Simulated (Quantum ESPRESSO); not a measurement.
## Pressure against volume in hcp Zr (space group 194) (Quantum ESPRESSO, PBE)

```
CELL_PARAMETERS angstrom
      3.17257     0.00000     0.00000
     -1.58628     2.74752     0.00000
      0.00000     0.00000     5.05843
ATOMIC_POSITIONS crystal
  Zr 0.66667 0.33333 0.75000
  Zr 0.33333 0.66667 0.25000
```

Computed with PBE, GBRV 1.5 ultrasoft (PBE) pseudopotentials (plane waves; Quantum ESPRESSO). Settings: ecutwfc = 52 Ry; ecutrho = 416 Ry; occupations = smearing; smearing = fermi-dirac; degauss = 0.0036749 Ry; potentials = {Zr: zr_pbe_v1.uspp.F.UPF}; K_POINTS = automatic 21 21 11 0 0 0; conv_thr = 1e-10 Ry; mixing_beta = 0.5. The cell above is the first row's. The rows scale it uniformly. In all rows fractional positions and the k mesh are held.

| V (Å^3/atom) | P (GPa) |
|---|---|
| 22.046 | ? |
| 22.526 | 3.77 |
| 23.005 | 1.61 |
| 23.484 | -0.38 |
| 23.963 | -2.19 |
| 24.443 | -3.85 |
| 24.922 | -5.37 |
| 25.401 | -6.75 |
| 25.881 | -8.02 |

Q: Fit P against V with a cubic, and predict the withheld value at V = 22.046.

A: With u = V - 24.2, the rows have u = -1.6740, -1.1950, -0.7160, -0.2370, 0.2430, 0.7220, 1.2010, 1.6810. Least squares gives P = -3.030 - 3.4630·u + 0.3263·u² - 0.01906·u³. Residuals (row less fit): -0.001, 0.003, -0.004, 0.001, 0.003, -0.003, 0.001, 0.000; standard error 0.003 (degrees of freedom: 4). The fitted pressure is zero at V0 = 23.39, where dP/dV = -4.029, so B0 = -V0·dP/dV = 94.2 GPa. At the withheld row, u = -2.1540, so P = -3.030 - 3.4630 × (-2.1540) + 0.3263 × (-2.1540)² - 0.01906 × (-2.1540)³ = 6.134 GPa. The calculation gives 6.13 GPa, which the fit meets to the printed digits. The row lies outside the fitted rows, so this is an extrapolation. From the scatter of the fitted rows alone, a prediction at this place has a standard error of 0.009 GPa, so the miss is 0.5 times that.

Carrying the step between the two nearest rows on in a straight line would have given 5.93, off by 0.20; series whose last step already gives the withheld value aren't shown. The scan was laid around a cell of about the measured size, scaled by a guess for this functional; axis ratios and inner coordinates come from that cell. The runs keep the symmetry of the cell, so they don't test it for distortions. The shape of the cell and the inner coordinates aren't relaxed, so V0 and B0 belong to this uniform scaling; a relaxed crystal lies no higher in energy and is usually softer. Cutoffs and mesh are single choices, not tested for convergence of this quantity. Series with a scatter that would blur these digits, or in which a gap closes, are not shown.
